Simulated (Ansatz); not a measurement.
Relaxation of the outer planes of the (110) surface of rutile TiO2 in its 1x1 cell (cut with top plane O, bottom plane O), relaxed from an ideal cut (the real face may reconstruct), outermost plane spacing 0.72 Å in the ideal cut (one of several cuts of this face), with 2 O a cell over the bulk's ratio, from a spin-polarised start.

The numbers are results of PBE (plane waves to 420 eV, PAW; Ansatz, a program for electronic structure), not measurements.

Model: 20-atom slab, O14Ti6, 10.6 Å thick at the start, 9x4x1 mesh, Fermi-Dirac 0.025 eV, dipole correction, all atoms relaxed; start symmetry kept, larger cells not searched; spin-polarised from one start with parallel moments (other orders not tried), ending with about 3.9 μB a cell, a value that depends on the mesh; orders that need a larger cell were not tried, no spin-orbit, no U. The slab shows no gap over 0.04 eV on its mesh.

```json
[
 {"plane": "1", "atoms": "O", "bulk spacing to the next (Å)": "0.724", "relaxed spacing (Å)": "[?]", "change (%)": "[?]", "rumpling (Å)": "0.00"},
 {"plane": "2", "atoms": "O", "bulk spacing to the next (Å)": "1.280", "relaxed spacing (Å)": "1.168", "change (%)": "-8.7", "rumpling (Å)": "0.00"}
]
```

Complete the blanks.


- 1, relaxed spacing (Å): 0.710
- 1, change (%): -1.9
